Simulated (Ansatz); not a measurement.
Stishovite (SiO2), treated with PBE-D4 (Ansatz, a program for electronic structure, plane waves, PAW).

Run with plane-wave cutoff 500 eV, 8×8×12 k mesh (along the axes of the cell as run), gaussian smearing 0.02 eV, scalar-relativistic PAW data made under PBE.

Cell (relaxed at this level):

O$_{2}$Si has the tetragonal space group P4₂/mnm (No. 136), the rutile structure, Pearson symbol tP6. Cell: a = 4.204 Å, b = 4.204 Å, c = 2.682 Å, α = 90.00°, β = 90.00°, γ = 90.00°. Si on 2a is coordinated by 6 O at 1.768–1.820 Å (octahedral). O on 4f is coordinated by 3 Si at 1.768–1.820 Å (trigonal planar). (Neighbours: up to the widest gap in distance over summed covalent radii, below 1.35, at either atom.)

**Question.** What does this level give for the band gap?

**Answer.** 
* **band gap**: 5.31 eV (on the SCF k mesh)

Computed values are for the static lattice.
